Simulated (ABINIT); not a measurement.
A self-consistent single point of K (Im-3m, 1 atom in the cell) with ABINIT.

Level of theory: PBEsol, norm-conserving pseudopotentials (PseudoDojo nc-sr-04 PBEsol standard) (plane waves; ABINIT 10.0.3).

```
CELL_PARAMETERS angstrom
     -2.69756     2.69756     2.69756
      2.69756    -2.69756     2.69756
      2.69756     2.69756    -2.69756
ATOMIC_POSITIONS crystal
  K  0.00000 0.00000 0.00000
```

Reference input (self-consistent single point, DFT, PBEsol, plane waves, norm-conserving pseudopotentials (PseudoDojo nc-sr-04 PBEsol standard)): pseudos = [K.upf]; ecut = 37 Ha; ixc = -116133; occopt = 6; tsmear = 0.00999582 Ha; ngkpt = 6 6 6; nshiftk = 1; shiftk = 0 0 0; potentials = PseudoDojo nc-sr-04 PBEsol standard; nband = 10; kptopt = 1; nstep = 60. This run's input differs from it in these lines:

```diff
@@ -16,6 +16,6 @@
 occopt 6
-tsmear 0.00999582
+tsmear 0.00367493
 nband 10
 kptopt 1
-ngkpt 6 6 6
+ngkpt 5 5 5
 nshiftk 1
```

Output, abridged:

```
--- !BeginCycle
solver: {iscf: 7, nstep: 60, nline: 4, wfoptalg: 0, }
tolerances: {tolvrs: 1.00E-10, }
...

     iter   Etot(hartree)      deltaE(h)  residm     vres2
 ETOT  1  -29.988193313297    -2.999E+01 4.222E-02 1.049E+00
 ETOT  2  -29.996455946052    -8.263E-03 7.136E-03 1.837E-01
 ETOT  3  -29.996473006014    -1.706E-05 1.050E-03 7.220E-03
 ETOT  4  -29.996474308718    -1.303E-06 5.298E-04 2.276E-05
 ETOT  5  -29.996474309993    -1.275E-09 8.949E-05 5.900E-06
 ETOT  6  -29.996474310136    -1.427E-10 6.018E-05 6.201E-07
 ETOT  7  -29.996474310147    -1.134E-11 1.983E-05 4.269E-09
 ETOT  8  -29.996474310145     1.641E-12 4.760E-05 2.288E-10
 ETOT  9  -29.996474310147    -1.883E-12 2.184E-05 4.255E-12
 At SCF step    9       vres2   =  4.26E-12 < tolvrs=  1.00E-10 =>converged.

 Cartesian components of stress tensor (hartree/bohr^3)
  sigma(1 1)=  1.08133830E-05  sigma(3 2)=  0.00000000E+00
  sigma(2 2)=  1.08133830E-05  sigma(3 1)=  0.00000000E+00
  sigma(3 3)=  1.08133830E-05  sigma(2 1)=  0.00000000E+00

 ----iterations are completed or convergence reached----

 reduced coordinates (array xred) for    1 atoms
       0.000000000000      0.000000000000      0.000000000000
 cartesian forces (eV/Angstrom) at end:
    1     -0.00000000000000    -0.00000000000000    -0.00000000000000
 frms,max,avg= 0.0000000E+00 0.0000000E+00   0.000E+00  0.000E+00  0.000E+00 e/A
 length scales=  8.829388153260  8.829388153260  8.829388153260 bohr
              =  4.672310976500  4.672310976500  4.672310976500 angstroms
   [... lines left out ...]
 Fermi (or HOMO) energy (eV) =   1.12958   Average Vxc (eV)=  -5.57763
   [... lines left out ...]
total_energy        : -2.99964743101474E+01
total_energy_eV     : -8.16245576900049E+02
band_energy         : -5.46468867590852E+00
...

-Cartesian components of stress tensor (GPa)         [Pressure= -3.1814E-01 GPa]
- sigma(1 1)=  3.18140657E-01  sigma(3 2)=  0.00000000E+00
- sigma(2 2)=  3.18140657E-01  sigma(3 1)=  0.00000000E+00
- sigma(3 3)=  3.18140657E-01  sigma(2 1)=  0.00000000E+00

 Calculation completed.
```

The run converged in 9 iterations. Against the reference run the free energy falls by 9.0 meV/atom and the pressure moves little (-0.29 to -0.32 GPa).

The starting cell comes from a database of computed structures (which also holds hypothetical and non-ambient phases and stackings), without a prior relaxation at this level.
